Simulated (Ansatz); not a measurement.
Worked example: self-consistent single point of a (111) slab of CaIr2 (cut from a parent of space group no. 227; 12 atoms in the cell) in Ansatz (an electronic-structure program).

Method: PBEsol, default PAW files made with PBE (plane waves; Ansatz).

The change in words: vacuum of 8 angstrom (first run: 14 Å). Reference geometry:
```xyz
12
Lattice="5.3599 0.0000 0.0000 2.6799 4.6418 0.0000 0.0000 0.0000 21.1115" Properties=species:S:1:pos:R:3 pbc="T T T"
Ca     1.1502     0.6641     7.0000
Ca     3.8302     2.2113     8.0941
Ca     3.8302     2.2113    11.3763
Ca     6.5101     3.7586    12.4704
Ir     6.5101     3.7586     7.5470
Ir     7.8501     4.5322     9.7352
Ir     6.5101     2.2113     9.7352
Ir     5.1701     4.5322     9.7352
Ir     1.1502     0.6641    11.9234
Ir     2.4902     1.4377    14.1115
Ir     3.8302     3.7586    14.1115
Ir     5.1701     1.4377    14.1115
```

Reference input (self-consistent single point, DFT, PBEsol, plane waves, default PAW files made with PBE): basis.ecutwfc = 420 eV; kpoints.mp_grid.grid = 5 5 1; hamiltonian.xc = pbesol; hamiltonian.pseudopotentials = {kind: paw} (the program's default PAW files); scf.occupations.method = fermi_dirac; scf.occupations.width = 0.1 eV. This run's input differs from it in these lines:

Ansatz 0.2 input:
```diff
@@ -5,16 +5,16 @@
     - [2.67994600, 4.64180300, 0.00000000]
-    - [0.00000000, 0.00000000, 21.11149300]
+    - [0.00000000, 0.00000000, 15.11149100]
   atoms:
-    - { symbol: Ca, position: [0.14306400, 0.14306400, 0.33157300] }
-    - { symbol: Ca, position: [0.47639800, 0.47639800, 0.38339800] }
-    - { symbol: Ca, position: [0.47639800, 0.47639800, 0.53886700] }
-    - { symbol: Ca, position: [0.80973100, 0.80973100, 0.59069200] }
-    - { symbol: Ir, position: [0.80973100, 0.80973100, 0.35748300] }
-    - { symbol: Ir, position: [0.97639800, 0.97639800, 0.46113300] }
-    - { symbol: Ir, position: [0.97639800, 0.47639800, 0.46113300] }
-    - { symbol: Ir, position: [0.47639800, 0.97639800, 0.46113300] }
-    - { symbol: Ir, position: [0.14306400, 0.14306400, 0.56478200] }
-    - { symbol: Ir, position: [0.30973100, 0.30973100, 0.66842700] }
-    - { symbol: Ir, position: [0.30973100, 0.80973100, 0.66842700] }
-    - { symbol: Ir, position: [0.80973100, 0.30973100, 0.66842700] }
+    - { symbol: Ca, position: [0.14306400, 0.14306400, 0.26469900] }
+    - { symbol: Ca, position: [0.47639800, 0.47639800, 0.33710100] }
+    - { symbol: Ca, position: [0.47639800, 0.47639800, 0.55429900] }
+    - { symbol: Ca, position: [0.80973100, 0.80973100, 0.62670100] }
+    - { symbol: Ir, position: [0.80973100, 0.80973100, 0.30089700] }
+    - { symbol: Ir, position: [0.97639800, 0.97639800, 0.44570100] }
+    - { symbol: Ir, position: [0.97639800, 0.47639800, 0.44570100] }
+    - { symbol: Ir, position: [0.47639800, 0.97639800, 0.44570100] }
+    - { symbol: Ir, position: [0.14306400, 0.14306400, 0.59050400] }
+    - { symbol: Ir, position: [0.30973100, 0.30973100, 0.73530100] }
+    - { symbol: Ir, position: [0.30973100, 0.80973100, 0.73530100] }
+    - { symbol: Ir, position: [0.80973100, 0.30973100, 0.73530100] }
 basis:
```

The program printed (abridged):

```
SCF iter   1: F=—  HF=-101566.419803 eV  |F-HF|=—  |Δ(HF+E_count)|=         —  Δρ=3.35e-2  dr2=5.81e1  ethr=1.77e-3  ⟨swp⟩=8.2  Hψ=2236  notcnv=0  defer=4
all-band conjugate gradients solve this SCF's bands
preconditioner: auto → LDOS
SCF iter   2: F=—  HF=-101565.596834 eV  |F-HF|=—  |Δ(HF+E_count)|=   8.23e-1  Δρ=1.96e-2  dr2=7.27e0  ethr=1.77e-3  ⟨swp⟩=3.0  Hψ=801  notcnv=0  defer=5
   [... lines left out ...]
SCF iter   7: F=—  HF=-101565.248001 eV  |F-HF|=—  |Δ(HF+E_count)|=   2.49e-5  Δρ=4.28e-5  dr2=9.48e-6  ethr=2.01e-7  ⟨swp⟩=2.0  Hψ=572  notcnv=0  defer=7
SCF iter   8: F=—  HF=-101565.248801 eV  |F-HF|=—  |Δ(HF+E_count)|=   8.01e-4  Δρ=1.99e-5  dr2=4.91e-6  ethr=5.39e-9  ⟨swp⟩=2.2  Hψ=800  notcnv=0  defer=7
SCF iter   9: F=—  HF=-101565.248802 eV  |F-HF|=—  |Δ(HF+E_count)|=   7.85e-7  Δρ=9.05e-6  dr2=1.50e-6  ethr=2.79e-9  ⟨swp⟩=2.0  Hψ=741  notcnv=0  defer=7
SCF iter  10: F=-101565.248802 eV  HF=-101565.248802 eV  |F-HF|=8.38e-9  |Δ(HF+E_count)|=   7.84e-8  Δρ=3.51e-6  dr2=9.39e-8  ethr=5.68e-11  ⟨swp⟩=10.6  Hψ=2638  notcnv=0
SCF 1 converged in 10 iterations: F = -101565.248802 eV  dr2 = 9.39e-8
Free energy (F): -101565.248802 eV
Internal energy: -101564.802820 eV  (E = F + TS)
E sigma→0 (E₀):  -101565.025811 eV
Entropy (-TS):   -0.445982 eV (-37.165 meV/atom)
Fermi energy:    7.809295 eV
--- Forces (eV/Å), atoms counted from 1 ---
  atom   1  Ca     0.00000000    -0.00000000     0.11046265
  atom   2  Ca     0.00000000     0.00000000     0.53923375
  atom   3  Ca    -0.00000000    -0.00000000     0.26513376
  atom   4  Ca    -0.00000000     0.00000000     0.80654696
  atom   5  Ir    -0.00000000    -0.00000000     0.92720408
  atom   6  Ir    -0.37801699    -0.21824821    -0.00703018
  atom   7  Ir    -0.00000000     0.43649643    -0.00703018
  atom   8  Ir     0.37801699    -0.21824821    -0.00703018
   [... lines left out ...]
  atom  12  Ir    -0.17687530     0.10211900    -0.62746802
--- Stress (GPa, compression-positive) ---
       -7.518124       0.000000       0.000000
        0.000000      -7.518124       0.000000
        0.000000       0.000000      -4.560126
  P = ⅓ Tr σ = -6.5321 GPa (-65.321 kbar)
  The stress holds the Pulay correction. Without it, at fixed plane waves, as pw.x and ABINIT print it: P = -6.5506 GPa
```

The run converged in 10 iterations. Against the reference run the free energy drops by 3.8 meV/atom and the largest force hardly changes (0.918 to 0.927 eV/Å).

The starting cell comes from a database of computed structures (which also holds hypothetical and non-ambient phases and stackings), without a prior relaxation at this level. The slab is cut from that crystal, and its faces are unrelaxed. Its lattice was rescaled by up to half a per cent. Spin-orbit coupling is off. Spin polarisation is off. The two faces of this cut differ, and no dipole correction was used.
